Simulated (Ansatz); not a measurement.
Functionals compared on a constructed model of the (0001) surface of wurtzite GaN, Ga-terminated, 2x2 N adatom at T1 (bottom of the slab: 3 H on 4 bottom sites), in Ansatz (plane waves, PAW). The structure was relaxed with PBE; the other rows are single points on it. Cutoff 420 eV (500 eV for r2SCAN).

Model: 44-atom slab, 14.2 Å thick at the start with caps and adatoms, 4x4x1 mesh, Fermi-Dirac 0.025 eV, dipole correction, 8 atoms held, the rest relaxed; symmetry of the start imposed; no spin (in PBE a spin-polarised start ends 0.31 eV a cell lower), no spin-orbit, no U. The slab shows no gap on its mesh. In PBE it lies 0.84 eV a 1x1 cell over the lowest computed structure of the same composition (2x2 N adatom at H3). These notes are the PBE run's.

```json
[
 {"functional": "PBE", "work function of the top face (eV)": "6.51", "rough cost of the single point": "–"},
 {"functional": "r2SCAN", "work function of the top face (eV)": "[?]", "rough cost of the single point": "roughly 5 core-minutes"}
]
```

Task: Some entries are withheld; supply them.

Result: 
- r2SCAN, work function of the top face (eV): 6.70

Ansatz is a quantum-chemistry and plane-wave program.
